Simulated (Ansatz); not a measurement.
The parent structure is WSi$_{2}$ (space group I4/mmm, No. 139; a = 3.185 Å, c = 7.773 Å; relaxed with 0.1 eV smearing). Axes: x, y, z lie along a, b, c of the conventional cell.

All numbers come from Ansatz (an electronic-structure program) LDA, without spin-orbit coupling.

Now apply this change: a pure shear with ε_xz = ε_zx = 0.0114, atoms relaxed at fixed cell.

Problem. What does the calculation give for the stress and energy relative to the base after the change?

Solution. The stress (xx, yy, zz, yz, xz, xy; compression positive) is (0.1, 0.1, 0.1, 0.0, -4.9, 0.0) GPa; the energy rises by 4.6 meV/atom.

The cells carry an imposed strain or load. Whether these cells are dynamically stable was not tested. The final runs are not spin-polarised.
